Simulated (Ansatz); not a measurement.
Start from CdCu2GeSe4 (space group I-42m, No. 121; a = 5.7302 Å, c = 11.0241 Å). Axes: x, y, z lie along a, b, c of the conventional cell.

Computed with PBEsol, PAW, 420 eV (Ansatz, a first-principles code; without spin-orbit coupling).

Strains are applied to the cell and any free atomic positions relax; under biaxial strain the out-of-plane vector relaxes too.

One change was made to it. Results:

```csv
quantity,base,after
"pressure (mean of the normal stresses, compression positive)",0.0 GPa,0.4 GPa
volume per atom,22.62 Å³,22.51 Å³
energy relative to the base (free energy F),0 meV/atom,+0.6 meV/atom
```

Problem. Which change produced these results?
(A) biaxial strain −0.75 %, plane normal [001], relaxed out of plane
(B) biaxial strain −3.00 %, plane normal [001], relaxed out of plane
(C) biaxial strain −1.50 %, plane normal [001], relaxed out of plane

Solution. A, biaxial strain −0.75 %, plane normal [001], relaxed out of plane. For comparison, the energy relative to the base in the other runs: biaxial strain −3.00 %, plane normal [001], relaxed out of plane gives +9.5 meV/atom; biaxial strain −1.50 %, plane normal [001], relaxed out of plane gives +2.3 meV/atom.

The mesh was chosen for an insulator and is coarse for the gapless case. No phonon test of stability was made. The final runs are not spin-polarised.
